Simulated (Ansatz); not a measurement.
We consider cubic perovskite CsPbCl₃ (cubic high-temperature phase), described by LDA+SOC in Ansatz (plane waves, PAW).

Run with plane-wave cutoff 520 eV, 6×6×6 k mesh, Fermi–Dirac smearing 0.01 eV, PAW data made under PBE.

The cell has the measured lattice: a = 5.605 Å, b = 5.605 Å, c = 5.605 Å, α = 90.00°, β = 90.00°, γ = 90.00°.

**Question.** Estimate the band gap and direct gap at Γ that the calculation returns.

**Answer.** 
- band gap = 0.52 eV (direct)
- direct gap at Γ = 5.42 eV

Note: held by symmetry at 0 K, a high-temperature phase can be a saddle point; cell and atoms aren't relaxed at this level (pressure -1.3 GPa).

Ansatz is a first-principles code.
